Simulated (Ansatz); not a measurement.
The starting structures come from a database of crystals and need not be the phases stable at ambient conditions.

 Where the default PAW files enter, the runs use the earlier of Ansatz's two default sets.

Inside the gap of an insulator the Bloch states are evanescent, with a wavenumber k + iκ along the transport direction.

```xyz
9
Lattice="4.7022 0.0000 0.0000 -2.3511 4.0722 0.0000 2.3511 1.3574 3.8393" Properties=species:S:1:pos:R:3 pbc="T T T"
Li     2.3511     1.3574     0.9598
Li     2.3511     4.0722     2.8795
H      3.5041     2.0231     2.8979
H      1.1981     3.4065     0.9414
H      5.9002     2.0231     2.8979
H     -1.1981     3.4065     0.9414
H      0.0000     4.0982     2.8979
H      4.7022     1.3314     0.9414
Pt     0.0000     0.0000     0.0000
```

Space group of this cell: Fm-3m. The cell is taken as given.

Transport runs along the normal of the first two printed cell vectors, the (111) plane of the conventional cell.

The gap is the functional's own. No spin-orbit coupling. Mid-gap values are interpolated on the energy grid.

Question: Estimate the band gap and the smallest decay constant κ at mid-gap that r2SCAN (Ansatz, an electronic-structure program) returns for this system.

Answer: Gap 3.27 eV on a 10×10×10 mesh; κ = 0.324 1/Å, at the zone centre.
